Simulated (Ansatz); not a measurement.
# A computed series for CaO: pressure series

Consider CaO in the rock salt structure (space group Fm-3m, No. 225; a = 4.8308 Å).

Cell and atoms are relaxed at each pressure.

Calculations: DFT with PBE, PAW potentials and a 420 eV plane-wave cutoff in Ansatz (a quantum-chemistry and plane-wave program), scalar-relativistic without spin-orbit coupling.

```tsv
pressure (GPa)	volume per atom (Å³/atom)
-2	14.374
-1	14.229
0	14.092
0.3	?
0.7	14.003
3	13.719
5	13.497
7.5	13.243
10	13.012
```

### Question
Fit the third-order Birch–Murnaghan form P(V) = (3B₀/2)[(V₀/V)^(7/3) − (V₀/V)^(5/3)]·[1 + (3/4)(B₀′ − 4)((V₀/V)^(2/3) − 1)] (squares taken in P) to the rows shown and predict the withheld row.

### Answer
Least squares on the printed values gives V₀ = 14.093 Å³/atom, B₀ = 106 GPa, B₀′ = 4.3; this predicts 14.053 Å³/atom, and the run gives 14.054 Å³/atom, in agreement.

Measured bulk modulus of CaO: 120 GPa (0 K or low temperature; as listed in Wei Chen et al., Physical Review Materials (2018)); the computed value is 12 % below it.

Load acts through the strain it causes; cell and atoms are relaxed under it. Whether these cells are dynamically stable was not tested. No other phases were tried under pressure.
